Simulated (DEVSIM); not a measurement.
Device: Cr/Al2O3/p-Ge capacitor, at 300 K.

| layer (left to right) | material | thickness (nm) | Na (cm⁻³) |
|---|---|---|---|
| 1 | Al2O3 | 14.0 | - |
| 2 | Ge | 2100 | 8e16 |

Metal gate on the left, work function 4.5 eV. Fixed charge at the semiconductor interface 4.4e11 cm⁻² (in units of +e); no interface traps.

Constants are typed, rounded textbook-type inputs, not results; the design itself was drawn at random and stands for no fabricated device. Values at 300 K.

| parameter | Al2O3 | Ge |
|---|---|---|
| gap (eV) | 6.8 | 0.664 |
| affinity (eV) | 1.35 | 4 |
| permittivity | 9 | 16 |
| Nc (cm⁻³) | - | 1.04e19 |
| Nv (cm⁻³) | - | 6e18 |

Model (solved in DEVSIM): 1D Poisson equation in equilibrium, Boltzmann statistics, complete ionisation; no quantum confinement or tunnelling. Metal contacts follow the ideal Schottky-Mott rule: no Fermi-level pinning, no interface dipoles.

The interface trap density was swept, all else fixed.

| interface trap density (cm^-2 eV^-1) | threshold voltage (band bending 2φF) (V) | minimum of the low-frequency capacitance (μF/cm²) | flat-band voltage (V) |
|---|---|---|---|
| 0 | 0.47 | 0.134 | -0.18 |
| 1e10 | 0.47 | 0.135 | -0.18 |
| 1e11 | 0.48 | 0.144 | -0.18 |
| 3e11 | 0.50 | 0.161 | -0.18 |
| 1e12 | 0.56 | 0.212 | -0.20 |
| 2e12 | 0.66 | 0.265 | -0.23 |

From the first row to the last the threshold voltage (band bending 2φF) goes from 0.47 to 0.66. From the first row to the last the minimum of the low-frequency capacitance goes from 0.134 to 0.265.
